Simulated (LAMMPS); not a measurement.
Pressure dependence of Cu (fcc) at 1770 K, from the melt.

Level of theory: classical MD, pair style eam/alloy, file Cu_zhou.eam.alloy; code LAMMPS.

| P (GPa) | state | volume | coordination number | self-diffusion coefficient of Cu (not corrected for cell size) | viscosity |
|---|---|---|---|---|---|
| 0 | liquid | 13.998 ± 0.002 Å³/atom | 12.9 (counted to 3.54 Å) | (9.4 ± 0.2) × 10^-5 cm²/s | 1.9 ± 0.1 mPa s |
| 2 | liquid | 13.489 ± 0.003 Å³/atom | 13.0 (counted to 3.50 Å) | (7.98 ± 0.06) × 10^-5 cm²/s | 1.7 ± 0.1 mPa s |
| 5 | liquid | 12.8710 ± 0.0010 Å³/atom | 12.8 (counted to 3.42 Å) | (6.61 ± 0.10) × 10^-5 cm²/s | - |

Caution (rows 2; 5): a run this short can hold a crystal over, or a liquid under, the potential's own melting point, which these runs don't give.

Estimate the isothermal bulk modulus at zero pressure. A parabola P(ln V) through the three points gives −dP/d ln V = 50 GPa at zero pressure.

States go by the mean squared displacement: a species diffuses where it passes 1.5 Å², still rises and gives D over 1e-6 cm²/s; a crystal has left its structure where atoms lie 0.35 Å off their sites on average or a cubic box changes its shape by 3 %, or the axial ratios of another lie 8 % off the starting cell's, which the potential's own relaxation can also do.

Errors of D are the spread over four groups of atoms in one short run; a floor of about 5 %, a picked value, is safer.

Uncertainties are statistical and leave out the potential's own error.
